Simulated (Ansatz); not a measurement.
Input:

```yaml
crystal:
  lattice:
    - [-3.17538, 3.17538, 3.17538]
    - [3.17538, -3.17538, 3.17538]
    - [3.17538, 3.17538, -3.17538]
  atoms:
    - { symbol: Si, position: [0.21144, 0.21144, 0.21144] }
    - { symbol: Si, position: [0.50000, 0.00000, 0.28856] }
    - { symbol: Si, position: [0.28856, 0.50000, 0.00000] }
    - { symbol: Si, position: [0.00000, 0.28856, 0.50000] }
    - { symbol: Si, position: [0.78856, 0.78856, 0.78856] }
    - { symbol: Si, position: [0.50000, 0.00000, 0.71144] }
    - { symbol: Si, position: [0.71144, 0.50000, 0.00000] }
    - { symbol: Si, position: [0.00000, 0.71144, 0.50000] }
```

No spin polarisation.

Method: PBEsol, PAW, 420 eV (Ansatz, a program for electronic structure; scalar-relativistic without spin-orbit coupling). Γ-centred 10×10×10 mesh, Fermi–Dirac width 0.05 eV.

### Question
Predict the band gap and pressure.

### Answer
The band gap is zero and the pressure comes out as 13.4 GPa.

The cells carry an imposed strain or load. Stability against distortions was not tested. The cell was made from Si (space group Ia-3, No. 206) by this change: isotropic strain −3.80 %. This is not the structure that Si has at room temperature and ambient pressure.
